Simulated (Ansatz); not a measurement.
Base system: Ge (space group P6_3/mmc, No. 194; a = 3.9948 Å, c = 6.5989 Å; a cell from a computed database, its experimental status unchecked). Axes: x lies along a and z along c of the hexagonal cell.

Calculations: DFT with r2SCAN, PAW potentials and a 500 eV plane-wave cutoff in Ansatz (a first-principles code), no spin-orbit coupling, earlier PAW set.

Before the change:

```
Item                            Result
-----------------------------  -------
Shortest interatomic distance  2.452 Å
```

It is then changed as follows: tensor shear ε_xy = −0.39 % (engineering shear γ = -0.0078); the atoms relax in the strained cell.

Problem. What happens to the shortest interatomic distance?

Solution. The shortest interatomic distance shrinks by 0.0032 Å (2.452 Å → 2.448 Å).

Problem. Predict the new stress.

Solution. The stress (xx, yy, zz, yz, xz, xy; compression positive) comes out as (0.00, 0.01, 0.00, 0.00, 0.00, 0.46) GPa.

Stability against distortions was not tested. This is not the structure that Ge has at room temperature and ambient pressure.
